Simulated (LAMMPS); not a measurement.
An MD run on 160 Hg and 160 Se atoms arriving one at a time, 3 ps apart with 0.2 eV each, on 928 Å² of the (001) face of HgSe (zinc blende) held at 210 K.

Computed with classical MD, pair style sw, file CdTeZnSeHgS0.sw; code LAMMPS.

| Item | Value |
|---|---|
| crystalline share of the atoms inside the film | 0.54 |
| mean coordination inside the film | 3.96 |
| mean height of the film | 9.7 Å |
| rms roughness | 1.8 Å |
| share of arrivals that stuck | 311 of 320 |
| share of arrivals found below the old surface | 1 of 311 |
| substrate atoms found in the film | 1 |
| film grown | partly crystalline |
| composition of the film | 51 % Hg, 49 % Se |
| cost | roughly 6 core-minutes |

Potential: file CdTeZnSeHgS0.sw of the LAMMPS distribution; its header cites Zhou, Ward, Martin, van Swol, Cruz-Campa, and D. Zubia, Phys. Rev. B, 88, 085309 (2013).

Caution: growth rates of MD are many orders above those of real deposition. Caution: the face is polar, and the species on top of the substrate isn't recorded.
